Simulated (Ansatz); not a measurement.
Partial pair distribution functions of a relaxed model of amorphous Si24O51Ga2, broadened by 0.06 Å; density 2.36 g/cm³. Calculation: PBE, scalar-relativistic without spin-orbit coupling (plane waves to 420 eV, PAW; Ansatz, a quantum-chemistry and plane-wave program).

The cell was made by melting and quenching with the CHGNet potential and then relaxed with DFT. O atoms were pushed apart under 1.9 Å during the dynamics, to hinder bonds among them. The hot cell started wider than the set density and was brought back towards it in steps. It is the lowest in DFT energy of 2 quenches. It is a model cell: composition and starting density were chosen by hand, and all elements were melted together. No dispersion term was used. Its density started from a set value of 2.36 and ended at 2.36 g/cm³. The simulated quench (nominally 320 K/ps over its main leg) is rapid and tends to freeze in more defects than a deposited or slowly cooled glass has. One small periodic cell is one sample of the glass; other quenches scatter about these values. The volume was held where the preparation left it and the shape relaxed, at a PBE pressure of 3.5 GPa. Stress components on the final sampling reach 3.5 GPa.

| r (Å) | g Si-O | g O-Ga | g Si-Si | g O-O |
|---|---|---|---|---|
| 1.35 | 0.00 | 0.00 | 0.00 | 0.00 |
| 1.45 | 0.30 | 0.00 | 0.00 | 0.00 |
| 1.55 | 7.93 | 0.02 | 0.00 | 0.00 |
| 1.65 | 16.21 | 1.85 | 0.00 | 0.00 |
| 1.75 | 2.54 | 10.83 | 0.00 | 0.00 |
| 1.85 | 0.03 | 4.39 | 0.00 | 0.00 |
| 1.95 | 0.00 | 0.12 | 0.00 | 0.00 |
| 2.05 | 0.00 | 0.00 | 0.00 | 0.00 |
| 2.15 | 0.00 | 0.00 | 0.00 | 0.00 |
| 2.25 | 0.00 | 0.00 | 0.00 | 0.00 |
| 2.35 | 0.00 | 0.00 | 0.00 | 0.02 |
| 2.45 | 0.00 | 0.00 | 0.00 | 0.62 |
| 2.55 | 0.00 | 0.00 | 0.02 | 3.49 |
| 2.65 | 0.00 | 0.11 | 0.40 | 6.17 |
| 2.75 | 0.02 | 0.74 | 2.06 | 3.94 |
| 2.85 | 0.13 | 0.31 | 4.56 | 1.37 |
| 2.95 | 0.39 | 0.01 | 4.72 | 0.85 |
| 3.05 | 0.76 | 0.00 | 2.48 | 0.71 |
| 3.15 | 1.03 | 0.00 | 1.40 | 0.50 |
| 3.25 | 1.55 | 0.02 | 0.80 | 0.61 |
| 3.35 | 1.42 | 0.62 | 0.06 | 0.65 |
| 3.45 | 1.19 | 2.09 | 0.00 | 0.72 |
| 3.55 | 1.33 | 1.38 | 0.07 | 0.66 |
| 3.65 | 1.26 | 0.63 | 0.55 | 0.46 |
| 3.75 | 1.23 | 1.11 | 0.81 | 0.37 |
| 3.85 | 1.02 | 1.55 | 1.26 | 0.59 |
| 3.95 | 1.13 | 1.66 | 0.79 | 0.48 |
| 4.05 | 1.78 | 0.99 | 0.62 | 0.75 |
| 4.15 | 2.08 | 1.26 | 0.94 | 0.75 |
| 4.25 | 1.71 | 1.39 | 0.85 | 0.68 |
| 4.35 | 1.04 | 2.00 | 0.90 | 0.76 |
| 4.45 | 0.55 | 1.80 | 0.66 | 1.20 |
| 4.55 | 0.50 | 0.86 | 0.81 | 1.65 |
| 4.65 | 0.58 | 0.45 | 1.41 | 1.32 |
| 4.75 | 0.69 | 0.50 | 1.23 | 1.16 |
| 4.85 | 0.65 | 1.21 | 1.20 | 1.20 |
| 4.95 | 0.57 | 0.56 | 0.79 | 1.26 |
| 5.05 | 0.67 | 0.11 | 0.82 | 1.30 |

Within 1.90 Å each Si has 4.00 O neighbours on average.
